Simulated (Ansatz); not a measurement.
# ZrIr in the CsCl type structure (space group Pm-3m, No. 221)

```
ZrIr
1.0
    3.26831     0.00000     0.00000
    0.00000     3.26831     0.00000
    0.00000     0.00000     3.26831
Zr Ir
1 1
Cartesian
  1.63416   1.63416   1.63416
  0.00000   0.00000   0.00000
```

All numbers come from PBEsol (Ansatz, a first-principles code), no spin-orbit coupling. Γ-centred 14×14×14 mesh, Fermi–Dirac width 0.05 eV.

Volume per atom: 17.46 Å³
Density: 13.48 g/cm³
Band gap: zero
Total energy: -7964.594 eV/atom (σ→0; compares only within this code and set-up)

Whether these cells are dynamically stable was not tested. The final runs are not spin-polarised. An odd electron count without spin: ZrIr.
